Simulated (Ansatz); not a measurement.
**Amorphous Ti20O43Ga2**

It comes from a melt-quench run on a machine-learned potential (CHGNet), relaxed afterwards by DFT. O atoms were pushed apart under 1.9 Å during the dynamics, to hinder bonds among them. The hot cell started wider than the set density and was brought back towards it in steps. It is the lowest in DFT energy of 2 quenches. It is a model cell: composition and starting density were chosen by hand, and all elements were melted together. No dispersion term was used.

Methods: PBE, scalar-relativistic without spin-orbit coupling (Ansatz, an electronic-structure program); r2SCAN, scalar-relativistic without spin-orbit coupling (Ansatz); HSE06, scalar-relativistic without spin-orbit coupling (Ansatz). Geometry, pressure, stress and energy are those of the PBE run. Its sampling: a 2×2×2 Γ-centred mesh; Fermi-Dirac width 0.02 eV; no spin polarisation. Other functionals are single points at the zone centre (r2SCAN at 500 eV; exact exchange cut at the cell's faces), free to take moments where seeds were set. At PBE the levels at the filled edge of the gap are localised (band-tail or defect states).

```yaml
number_of_atoms_in_the_cell: 65
Density (volume relaxed, without dispersion): 3.52 g/cm^3
volume_per_atom: 12.95 Å^3
Pressure on a 2×2×2 Γ-centred mesh: 0.03 GPa
Largest force and stress component on that mesh (the relaxation ran on the zone centre alone): 0.07 eV/Å and 0.1 GPa
Energy relative to anatase TiO2 + beta Ga2O3 (lowest mix at this level among the phases computed, not always the ambient ones): 0.141 eV/atom
Level gap on a 2×2×2 Γ-centred mesh (PBE): 2.65 eV
Level gap at the zone centre (PBE): 2.66 eV
Level gap at the zone centre (r2SCAN): 2.98 eV
Level gap at the zone centre (HSE06): 4.12 eV
```

Bonds are counted up to Ti-Ti 3.12 Å, Ti-O 2.44 Å, Ti-Ga 2.90 Å, O-O 1.58 Å, O-Ga 2.26 Å, Ga-Ga 2.68 Å. Two cations that share two anions don't count as bonded, nor two that share one unless they lie closer than Ti-Ti 3.04 Å, Ti-Ga 2.82 Å, Ga-Ga 2.61 Å.

| Quantity | Result |
|---|---|
| Mean coordination of Ti by anions | 5.20 (2 with 4, 12 with 5, 6 with 6) |
| Mean coordination of O | 2.63 (19 with 2, 21 with 3, 3 with 4) |
| Mean coordination of Ga by anions | 4.50 (1 with 4, 1 with 5) |
| Mean Ti-O bond | 1.952 Å (spread 0.142 Å, 104 counted) |
| Mean O-Ga bond | 1.946 Å (spread 0.110 Å, 9 counted) |

Its density started from a set value of 3.72 g/cm³. The quench (nominally 360 K/ps over its main leg) was far faster than any real one, so the model tends to hold more defects than a real film. One small periodic cell is one sample of the glass; other quenches scatter about these values. Volume and shape were free in the relaxation.
